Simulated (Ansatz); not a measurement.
Consider NaCl in the rock salt structure (space group Fm-3m, No. 225; a = 5.696 Å).

The values are results of DFT with PBE, PAW potentials and a 420 eV plane-wave cutoff in Ansatz (a quantum-chemistry and plane-wave program), without spin-orbit coupling, not measurements.

Strains are applied to the cell and any free atomic positions relax.

One change was made to it. Results:

The pressure goes from zero to -1.47 GPa; the band gap decreases by 0.26 eV to 4.74 eV; the energy rises by 8.7 meV/atom; the electron mass changes from 0.40 mₑ (at Γ) to 0.41 mₑ (at Γ).

Which change produced these results?
(A) isotropic strain +1.00 %
(B) isotropic strain +2.00 %
(C) isotropic strain +2.50 %
(D) isotropic strain −1.50 %
(E) isotropic strain −0.50 %

C, isotropic strain +2.50 %. For comparison, the band gap in the other runs: isotropic strain −1.50 % gives 5.17 eV; isotropic strain +1.00 % gives 4.89 eV; isotropic strain +2.00 % gives 4.78 eV; isotropic strain −0.50 % gives 5.05 eV.

Effective masses come from finite differences of ±0.01 Å⁻¹. Stability against distortions was not tested.
